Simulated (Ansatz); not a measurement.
Here is the system:

```yaml
crystal:
  lattice:
    - [0.00000, 2.97326, 2.90072]
    - [2.97326, 0.00000, 2.90072]
    - [2.97326, 2.97326, 0.00000]
  atoms:
    - { symbol: In, position: [0.00000, 0.00000, 0.00000] }
    - { symbol: P, position: [0.25000, 0.25000, 0.25000] }
```

Computed with r2SCAN with spin-orbit coupling, rigid bands (plane waves, PAW; Ansatz, a first-principles code). Condition of this run: biaxial stress in (001) of -1 GPa (compression positive) (the target of the relaxation). Cell: cell and atoms relaxed with PBEsol, then loaded as said.

Problem. What conductivity effective mass do dilute electrons have at 300 K?

Solution. 0.087 (x), 0.087 (y), 0.083 (z) mₑ.

Problem. Predict the hole conductivity mass (n e² τ/σ) at 300 K, by direction if it differs.

Solution. 0.50 (x), 0.50 (y), 0.32 (z) mₑ.

Problem. And the band gap?

Solution. 0.97 eV at this level; semilocal functionals usually fall short of the measured gap.

Rigid bands, one relaxation time for all states, no polarons. Geometry: cell and atoms relaxed with PBEsol.
